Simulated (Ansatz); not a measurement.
**Pressure series in hypothetical P6_3/mmc SiS2**

Take SiS2 in the 2H-MoS2 type structure (space group P6_3/mmc, No. 194; a hypothetical phase, not in the database extracts checked; layered, stacked along the Cartesian z axis) as the base.

```
CELL_PARAMETERS angstrom
      3.22413     0.00000     0.00000
     -1.61206     2.79218     0.00000
      0.00000     0.00000    12.15322
ATOMIC_POSITIONS crystal
  Si 0.33333 0.66667 0.25000
  Si 0.66667 0.33333 0.75000
  S  0.33333 0.66667 0.63082
  S  0.66667 0.33333 0.13082
  S  0.66667 0.33333 0.36918
  S  0.33333 0.66667 0.86918
```

Cell and atoms are relaxed at each pressure.

Computed with DFT with r2SCAN+rVV10, PAW potentials and a 500 eV plane-wave cutoff in Ansatz (a quantum-chemistry and plane-wave program), no SOC.

Two rows of this table had their results exchanged by mistake.

```
pressure           volume per atom (Å³)  shortest distance (Å)  band gap
-----------------  --------------------  ---------------------  --------
pressure −1 GPa                   19.03                  2.364   0.13 eV
pressure 0.9 GPa                  16.66                  2.336      zero
pressure 2.1 GPa                  17.33                  2.347      zero
pressure 4.5 GPa                  17.78                  2.354      zero
pressure 9 GPa                    15.78                  2.316      zero
pressure 15 GPa                   14.93                  2.295      zero
pressure 22.5 GPa                 14.11                  2.273      zero
pressure 30 GPa                   13.47                  2.253      zero
```

Question: Which two?

Answer: The rows for pressure 0.9 GPa and pressure 4.5 GPa: the volume has to fall steadily with pressure, so 17.78 Å³ belongs to pressure 0.9 GPa and 16.66 Å³ to pressure 4.5 GPa.

Load acts through the strain it causes; cell and atoms are relaxed under it. No phonon test of stability was made. No other phases were tried under pressure. All final runs are without spin polarisation. Gaps under 0.05 eV, about the width of the smearing, are given as zero. The zero or small gap of SiS2 can change with the level of theory.
